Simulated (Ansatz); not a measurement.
The starting structures come from a database of crystals and need not be the phases stable at ambient conditions.

Inside the gap of an insulator the Bloch states are evanescent, with a wavenumber k + iκ along the transport direction.

Data:

```
CELL_PARAMETERS angstrom
      4.71740     0.00000     0.00000
     -1.47806     6.48760     0.00000
     -0.73903     3.24380     4.32000
ATOMIC_POSITIONS crystal
  In 0.00000 0.30777 0.38446
  In 0.00000 0.69223 0.61554
  Si 0.58962 0.78003 0.00000
  Si 0.41038 0.21997 0.00000
  O  0.21868 0.39021 0.68866
  O  0.78132 0.60979 0.31134
  O  0.78132 0.92113 0.68866
  O  0.21868 0.07887 0.31134
  O  0.50000 0.00000 0.00000
  O  0.71692 0.38975 0.00000
  O  0.28308 0.61025 0.00000
```

Space group of this cell: C2/m. The cell is taken as given.

Transport runs along the normal of the first two printed cell vectors.

The gap is the functional's own, uncorrected, and κ follows it; spin-orbit coupling is left out. Mid-gap values are interpolated between the computed energies.

Q: Give the band gap and the smallest decay constant κ at mid-gap that Ansatz (a program for electronic structure) with r2SCAN yields.

A: Gap 3.61 eV on a 8×8×8 mesh; κ = 0.321 1/Å, at the zone centre.
